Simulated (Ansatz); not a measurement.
## Input and output of a self-consistent single point for AlGaN2 (P3m1, 4 atoms in the cell) (Ansatz)

Computed with LDA (PW92), default PAW files made with PBE (plane waves; Ansatz, a program for electronic structure).

The input file:

Ansatz 0.2 input:
```yaml
# AlGaN2
crystal:
  lattice:
    - [3.129554, 0.000000, 0.000000]
    - [-1.564777, 2.710273, 0.000000]
    - [0.000000, 0.000000, 5.071406]
  atoms:
    - { symbol: Al, position_ang: [0.000000, 0.000000, 5.117652] }
    - { symbol: Ga, position_ang: [1.564779, 0.903423, 2.521351] }
    - { symbol: N, position_ang: [1.564779, 0.903423, 0.566983] }
    - { symbol: N, position_ang: [0.000000, 0.000000, 3.185654] }
basis:
  ecutwfc: 420.0 eV
kpoints:
  mp_grid: { grid: [9, 9, 5] }
hamiltonian:
  xc: lda
  pseudopotentials: { kind: paw }
scf:
  occupations: { method: fixed }
output:
  forces: true
  eigenvalues: true
  stress: true
```

The program printed (abridged):

```
WARN the atoms were moved onto the symmetric positions of the space group found under crystal.symmetry.tolerance 1.0e-5 (fractional …
WARN ansatz: RAYON_NUM_THREADS=1 ignored (pool sized by the plan → 1); use --threads N
Pseudopotentials: kind: paw
Pseudopotential: Al, paw, valence charge 3
Pseudopotential: Ga, paw, valence charge 13
Pseudopotential: N, paw, valence charge 5
Crystal: 4 atoms, lattice volume = 43.015 Å³
Basis set: ecut = 420 eV, 833 PW (Γ)
Bands: 17, of which v1, the nominal top of the filled ones, is band 13 counted from 1 (12 counted from 0)
Symmetry: 6 space group operations
Space group: P3m1 (ITA 156), of the structure as read, at distance tolerance 3.5e-5 Å
k-points: 50 of 405 (time reversal used)
PAW frozen core: Al, regenerated for the run's functional, and the local potential with it
PAW frozen core: Ga, regenerated for the run's functional, and the local potential with it
PAW frozen core: N, regenerated for the run's functional, and the local potential with it
Initial density: superposition of atomic densities (neutral atoms: chi_scale 0, normalization atom), corrected by the library's trained network
Initial wavefunctions: pseudopotential atomic-orbital guess
Eigensolver: davidson
Functional: x = slater, c = lda
SCF iter   1: F=—  HF=-4971.912974 eV  |F-HF|=—  |Δ(HF+E_count)|=         —  Δρ=1.17e-2  dr2=6.21e-2  ethr=1.77e-3  ⟨swp⟩=4.6  Hψ=3701  notcnv=0  defer=84
all-band conjugate gradients solve this SCF's bands
preconditioner: auto → none
SCF iter   2: F=—  HF=-4971.897591 eV  |F-HF|=—  |Δ(HF+E_count)|=   1.54e-2  Δρ=6.04e-3  dr2=1.07e-2  ethr=2.39e-4  ⟨swp⟩=2.2  Hψ=1664  notcnv=0  defer=99
SCF iter   3: F=—  HF=-4971.894299 eV  |F-HF|=—  |Δ(HF+E_count)|=   3.29e-3  Δρ=1.65e-3  dr2=5.29e-4  ethr=4.12e-5  ⟨swp⟩=2.0  Hψ=1271  notcnv=0  defer=100
SCF iter   4: F=—  HF=-4971.894104 eV  |F-HF|=—  |Δ(HF+E_count)|=   1.95e-4  Δρ=5.57e-4  dr2=7.93e-5  ethr=2.03e-6  ⟨swp⟩=3.0  Hψ=1594  notcnv=0  defer=100
SCF iter   5: F=—  HF=-4971.894071 eV  |F-HF|=—  |Δ(HF+E_count)|=   3.32e-5  Δρ=1.15e-4  dr2=4.42e-6  ethr=3.05e-7  ⟨swp⟩=2.0  Hψ=1471  notcnv=0  defer=8
SCF iter   6: F=—  HF=-4971.894070 eV  |F-HF|=—  |Δ(HF+E_count)|=   8.52e-7  Δρ=3.80e-5  dr2=7.26e-7  ethr=1.70e-8  ⟨swp⟩=2.0  Hψ=1222  notcnv=0  defer=8
SCF iter   7: F=-4971.894070 eV  HF=-4971.894070 eV  |F-HF|=1.06e-8  |Δ(HF+E_count)|=   1.76e-7  Δρ=1.10e-5  dr2=3.21e-8  ethr=3.85e-10  ⟨swp⟩=5.1  Hψ=4768  notcnv=0
SCF 1 converged in 7 iterations: F = -4971.894070 eV  dr2 = 3.21e-8
SCF converged after 7 iterations
Free energy (F): -4971.894070 eV
Harris-Foulkes:  -4971.894070 eV  (|F-HF|=1.06e-8)
Internal energy: -4971.894070 eV  (E = F + TS)
E sigma→0 (E₀):  -4971.894070 eV
Fermi energy:    8.507505 eV
--- Per-component energies (eV) ---
  E_band       = -1.737674
  E_kinetic    = 406.723486
  E_local      = -2551.504599  (includes V_loc(G=0)·N_el)
  E_nonlocal   = 535.200192
  E_hartree    = 1157.809510
  E_xc         = -228.760502
  E_vxc        = -242.220845  (∫ρ·V_xc dr)
  E_paw        = -2597.046822  (= ΣΔE_a)
  E_vpaw       = -465.557870  (= ΣTr[D̂ρ^β])
  E_aug_tail   = 0.000100  (compensation charges beyond the density's cutoff)
  E_ewald      = -1696.259720
  E_core_change = 1.944285  (= ΣΔE_core)
  E_smearing   = -0.000000  (= −TS)
  E_closure    = -0.000000  (closes the sum)
  Σ components = -4971.894070   (vs F -4971.894070, Δ=0.00e0)
--- Forces (eV/Å), atoms counted from 1 ---
  atom   1  Al     0.00000000     0.00000000    -0.95694667
  atom   2  Ga    -0.00000000    -0.00000000     0.41413268
  atom   3  N      0.00000000     0.00000000     0.40188412
  atom   4  N      0.00000000     0.00000000     0.14094747
  max |Σ_I F_I| component: 1.76e-5 eV/Å
--- Stress (GPa, compression-positive) ---
       -1.183130      -0.000000       0.000000
       -0.000000      -1.183130      -0.000000
        0.000000      -0.000000      -3.901527
  P = ⅓ Tr σ = -2.0893 GPa (-20.893 kbar)
  The stress holds the Pulay correction. Without it, at fixed plane waves, as pw.x and ABINIT print it: P = -2.7488 GPa
--- Band table (eV; the first three rows and the last of 50) ---
  k-point 0: bands = ["-7.2125", "-5.9738", "-4.8287", "-4.8287", "-4.5537", "-4.5537", "-3.6587", "1.7026", "7.1235", "7.1235", "8.3818", "8.5075", "8.5075", "11.4421", "13.9245", "18.1472", "18.8801"]
  k-point 1: bands = ["-7.0784", "-6.0356", "-4.8287", "-4.8287", "-4.5542", "-4.5542", "-3.9546", "2.3264", "7.1713", "7.1713", "7.4745", "8.4540", "8.4540", "12.1766", "14.0173", "17.8997", "18.8570"]
  k-point 2: bands = ["-6.7404", "-6.2528", "-4.8288", "-4.8288", "-4.5550", "-4.5550", "-4.3794", "3.7217", "5.8528", "7.2594", "7.2594", "8.3580", "8.3580", "13.2359", "14.1093", "17.4863", "18.1283"]
  k-point 49: bands = ["-6.0445", "-5.3352", "-4.7350", "-4.6370", "-4.5745", "-3.8627", "-2.6436", "2.3420", "3.3201", "3.8175", "4.6475", "7.0751", "7.0959", "14.9946", "15.2243", "15.5425", "16.1955"]
```

The run converged in 7 iterations.

The starting cell comes from a database of computed structures (which also holds hypothetical and non-ambient phases and stackings), without a prior relaxation at this level. Its lattice was rescaled by up to half a per cent. One atom was moved a little off its site on purpose. Ansatz's pressure includes its estimate of the finite-basis (Pulay) stress. Without the estimate this run gives -2.75 GPa.
